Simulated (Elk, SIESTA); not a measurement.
A SIESTA input for a self-consistent single point of Na3Ga (Pm-3m, 4 atoms in the cell) (DFT, GGA PBEsol, numerical atomic orbitals DZP, PseudoDojo PBEsol standard norm-conserving potentials (rewritten from UPF to PSML)):

```
# files in the folder: Na.psml Ga.psml (PseudoDojo PBEsol standard)
SystemName  Na3Ga
SystemLabel na3ga

NumberOfAtoms                4
NumberOfSpecies              2
%block ChemicalSpeciesLabel
  1 11 Na
  2 31 Ga
%endblock ChemicalSpeciesLabel
LatticeConstant              1.0 Bohr
%block LatticeVectors
     9.338298963    0.000000000    0.000000000
     0.000000000    9.338298963    0.000000000
     0.000000000    0.000000000    9.338298963
%endblock LatticeVectors
AtomicCoordinatesFormat      ScaledCartesian
%block AtomicCoordinatesAndAtomicSpecies
     4.669149482    0.000000000    4.669149482  1
     0.000000000    4.669149482    4.669149482  1
     4.669149482    4.669149482    0.000000000  1
     0.000000000    0.000000000    0.000000000  2
%endblock AtomicCoordinatesAndAtomicSpecies

XC.functional                GGA
XC.authors                   PBEsol
PAO.BasisSize                DZP
PAO.EnergyShift              0.005 Ry
MeshCutoff                   350 Ry
%block kgrid.MonkhorstPack
    9   0   0  0.0
    0   9   0  0.0
    0   0   9  0.0
%endblock kgrid.MonkhorstPack
OccupationFunction           FD
ElectronicTemperature        0.136 eV

MaxSCFIterations             150
SCF.Mixer.Method             Pulay
SCF.Mixer.Weight             0.1
SCF.Mixer.History            8
SCF.DM.Tolerance             1.0E-05
Diag.ParallelOverK           true
WriteForces                  true
```

Task: Give the Elk input for the same structure, mesh, smearing and functional.

Result: This is the input that was run; spellings and numerical settings could be chosen otherwise.

```
tasks
  0

xctype
  22

tforce
  .true.

rgkmax
  8.0

gmaxvr
  18.0

lmaxapw
  10

lmaxo
  8

nxlo
  2

lorbcnd
  .true.

lradstp
  2

nrmtscf
  2.0

lmaxi
  4

swidth
  0.00499791

maxscl
  100

scale
  9.338298963

avec
    1.0000000000    0.0000000000    0.0000000000
    0.0000000000    1.0000000000    0.0000000000
    0.0000000000    0.0000000000    1.0000000000

sppath
  './'

atoms
  2
  'Na.in'
  3
  0.5000000000  0.0000000000  0.5000000000    0.0 0.0 0.0
  0.0000000000  0.5000000000  0.5000000000    0.0 0.0 0.0
  0.5000000000  0.5000000000  0.0000000000    0.0 0.0 0.0
  'Ga.in'
  1
  0.0000000000  0.0000000000  0.0000000000    0.0 0.0 0.0

ngridk
  9 9 9
```

Basis settings and potentials, where a program has them, do not carry over. This input uses DFT, PBEsol, all-electron FP-LAPW, Elk's shipped species files, APW+lo basis with extra local orbitals.

The starting cell comes from a database of computed structures (which also holds hypothetical and non-ambient phases and stackings), without a prior relaxation at this level. Its lattice was rescaled by a random factor within 2.5 % of one.
